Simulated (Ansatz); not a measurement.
```yaml
crystal:
  lattice:
    - [16.00000, 0.00000, 0.00000]
    - [0.00000, 16.00000, 0.00000]
    - [0.00000, 0.00000, 5.29438]
  atoms:
    - { symbol: Si, position: [0.65365, 0.50000, 0.66790] }
    - { symbol: C, position: [0.63304, 0.59666, 0.83210] }
    - { symbol: C, position: [0.66444, 0.50000, 0.33210] }
    - { symbol: Si, position: [0.54748, 0.64614, 0.66790] }
    - { symbol: C, position: [0.44918, 0.65640, 0.83210] }
    - { symbol: Si, position: [0.62431, 0.59032, 0.16790] }
    - { symbol: C, position: [0.55082, 0.65640, 0.33210] }
    - { symbol: Si, position: [0.37569, 0.59032, 0.66790] }
    - { symbol: C, position: [0.33556, 0.50000, 0.83210] }
    - { symbol: Si, position: [0.45252, 0.64614, 0.16790] }
    - { symbol: C, position: [0.36696, 0.59666, 0.33210] }
    - { symbol: Si, position: [0.37569, 0.40968, 0.66790] }
    - { symbol: C, position: [0.44918, 0.34360, 0.83210] }
    - { symbol: Si, position: [0.34635, 0.50000, 0.16790] }
    - { symbol: C, position: [0.36696, 0.40334, 0.33210] }
    - { symbol: Si, position: [0.54748, 0.35386, 0.66790] }
    - { symbol: C, position: [0.63304, 0.40334, 0.83210] }
    - { symbol: Si, position: [0.45252, 0.35386, 0.16790] }
    - { symbol: C, position: [0.55082, 0.34360, 0.33210] }
    - { symbol: Si, position: [0.62431, 0.40968, 0.16790] }
```

Computed with PBE (plane waves to 420 eV, PAW; Ansatz, an electronic-structure program). Mesh 1×1×6. No spin polarisation. It repeats along c; a and b span vacuum. A hypothetical model, rolled from the flat sheet. Only distortions within the start's symmetry and period were free.

Q: Tabulate the two highest filled and two lowest empty levels along the axis, from the valence top.

A: 
```
k (2π/c)  v2 (eV)  v1 (eV)  c1 (eV)  c2 (eV)
--------  -------  -------  -------  -------
0.000        0.00     0.00     0.24     1.82
0.042       -0.01    -0.01     0.26     1.84
0.083       -0.02    -0.02     0.33     1.91
0.125       -0.06    -0.06     0.44     2.00
0.167       -0.10    -0.10     0.57     2.13
0.208       -0.15    -0.15     0.71     2.26
0.250       -0.22    -0.22     0.86     2.41
0.292       -0.29    -0.29     1.02     2.56
0.333       -0.37    -0.37     1.19     2.70
0.375       -0.46    -0.46     1.36     2.54
0.417       -0.55    -0.55     1.55     2.35
0.458       -0.64    -0.64     1.74     2.15
0.500       -0.72    -0.72     1.94     1.94
```
